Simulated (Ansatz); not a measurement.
Here is the system:

```
CELL_PARAMETERS angstrom
      3.13214     0.00000     0.00000
     -1.56607     2.71251     0.00000
      0.00000     0.00000     5.10417
ATOMIC_POSITIONS crystal
  Ga 0.66667 0.33333 0.49928
  Ga 0.33333 0.66667 0.99928
  N  0.66667 0.33333 0.87572
  N  0.33333 0.66667 0.37572
```

Computed with PBEsol with spin-orbit coupling, rigid bands (plane waves, PAW; Ansatz, a quantum-chemistry and plane-wave program). Condition of this run: hydrostatic pressure 10 GPa (the target of the relaxation). Cell: cell and atoms relaxed with PBEsol, then loaded as said.

**Question.** Predict the electron conductivity mass (n e² τ/σ) at 300 K, by direction if it differs.

**Answer.** 0.21 (x), 0.21 (y), 0.188 (z) mₑ.

**Question.** What conductivity effective mass do dilute holes have at 300 K?

**Answer.** 1.36 (x), 1.36 (y), 1.80 (z) mₑ.

**Question.** And the band gap?

**Answer.** 2.19 eV at this level; semilocal functionals usually fall short of the measured gap.

Rigid bands, one relaxation time for all states, no polarons.
